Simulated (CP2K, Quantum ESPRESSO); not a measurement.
## Equation of state of zinc-blende CdS (space group 216): energy against volume (CP2K, PBE)

```
CELL_PARAMETERS angstrom
      4.04219     0.00000     0.00000
      2.02109     3.50064     0.00000
      2.02109     1.16688     3.30043
ATOMIC_POSITIONS crystal
  Cd 0.00000 0.00000 0.00000
  S  0.75000 0.75000 0.75000
```

Level of theory: PBE, GPW, DZVP-MOLOPT-SR-GTH basis, GTH-PBE potentials (GTH_POTENTIALS) run with CP2K 2026.2. Settings: CUTOFF = 650 Ry; REL_CUTOFF = 50 Ry; SMEAR/METHOD = FERMI_DIRAC; ELECTRONIC_TEMPERATURE = 116.05 K; KPOINTS/SCHEME = MONKHORST-PACK 10 10 10; GAMMA_CENTERED = T; XC_FUNCTIONAL = PBE; Cd/BASIS_SET = DZVP-MOLOPT-SR-GTH; Cd/POTENTIAL = GTH-PBE-q12; S/BASIS_SET = DZVP-MOLOPT-SR-GTH; S/POTENTIAL = GTH-PBE-q6; METHOD = GPW; EPS_DEFAULT = 1e-10; NGRIDS = 5; SCF_GUESS = ATOMIC; EPS_SCF = 1e-07. The cell above is the first row's. The rows scale it uniformly. In all rows fractional positions and the k mesh are held. E is the free energy at the stated smearing, counted from the lowest row.

| V (Å^3/atom) | E (meV/atom) |
|---|---|
| 23.351 | 78.56 |
| 23.859 | 53.37 |
| 24.366 | 33.69 |
| 24.874 | 18.98 |
| 25.381 | 8.75 |
| 25.889 | 2.56 |
| 26.397 | 0.00 |
| 26.904 | 0.72 |
| 27.412 | ? |

Taking the third-order Birch-Murnaghan form, a cubic in V^(-2/3) for E over the 8 complete rows: With u = V^(-2/3) - 0.117, the rows have u = 0.005404, 0.003661, 0.001981, 0.000355, -0.001213, -0.002732, -0.004203, -0.005625. Least squares gives E = 16.321 + 7196.6·u + 793157·u² + 1200161·u³. Residuals (row less fit): -0.004, 0.013, -0.009, 0.004, -0.006, 0.005, 0.004, -0.003; standard error 0.010 (degrees of freedom: 4). Its minimum lies at u = -0.004584, so V0 = (0.112416)^(-3/2) = 26.53. There d²E/du² = 1553000 and d³E/du³ = 7201000, so B0 = (4/9) × 26.53^(-7/3) × 1553000 × 0.160218 = 52.7 GPa (the last factor turns the table's units into GPa), and B0' = 4 + (2/3) × 0.112416 × (7201000)/1553000 = 4.3. The program's pressures in the fitted runs (not shown) pass through zero at V = 26.53, 0.00 % from this V0.

What does the fit predict for E at V = 27.412, and how far is the calculated value from it?

u = -0.007005, so E = 16.321 + 7196.6 × (-0.007005) + 793157 × (-0.007005)² + 1200161 × (-0.007005)³ = 4.417 meV/atom. The calculation gives 4.39 meV/atom, 0.027 meV/atom below the prediction (under 0.05 % of the range of E in the table). The row lies outside the fitted rows, so this is an extrapolation. From the scatter of the fitted rows alone, a prediction at this place has a standard error of 0.023 meV/atom, so the miss is 1.2 times that.

Carrying the step between the two nearest rows on in a straight line would have given 1.44, off by 2.95; series whose last step already gives the withheld value aren't shown. The scan was laid around a cell of about the measured size, scaled by a guess for this functional. This is a metastable polymorph. The runs keep the symmetry of the cell, so they don't test it for distortions. A plane-wave scan with the same functional (Quantum ESPRESSO, GBRV) gives V0 = 26.16 Å^3/atom and B0 = 53.3 GPa; a Birch-Murnaghan fit to all rows here lies 1.4 % from it in V0 and -1 % in B0; the two differ in basis, and may differ in potentials and mesh. Values carry the incompleteness of an atom-centred basis. Cutoffs and mesh are single choices, not tested for convergence of this quantity. Series with a scatter that would blur these digits, or in which a gap closes, are not shown. Nor are scans whose minimum lies at an end fitted in this form.
